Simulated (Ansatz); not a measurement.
**CaAlO2F (model structure, started from the SrVO2H type, P4/mmm, No. 123, 5 atoms in the cell): properties by level of theory**

```csv
level (code),equilibrium lattice constant a (Å),c axis length (Å),bulk modulus B0 (GPa),cohesive energy (eV/atom),band gap (eV)
LDA (Ansatz),3.685,3.624,178,6.61,3.39
PBEsol (Ansatz),3.727,3.677,162,6.01,3.38
r²SCAN (Ansatz),3.726,3.673,171,5.88,4.11
```

Computed values are for a static lattice.  Each level is taken at its own relaxed cell. Cutoffs differ between the levels. Ansatz's density-functional and Hartree–Fock values are scalar-relativistic unless marked +SOC, with PAW data made under PBE.

Caveats: the bulk modulus is −V dP/dV from two relaxed cells at ±2 % in volume (LDA, PBEsol, r²SCAN). Ansatz's density-functional and Hartree–Fock values are scalar-relativistic unless marked +SOC, with PAW data made under PBE.

Free atoms are spin-polarised, in the lowest state found; at levels without +SOC their spin–orbit coupling is left out.

A model structure was made by putting elements into a prototype or built by hand; it is no filed structure, need not be a known phase, and can be a saddle point held by its symmetry.

Ansatz is a program for electronic structure.
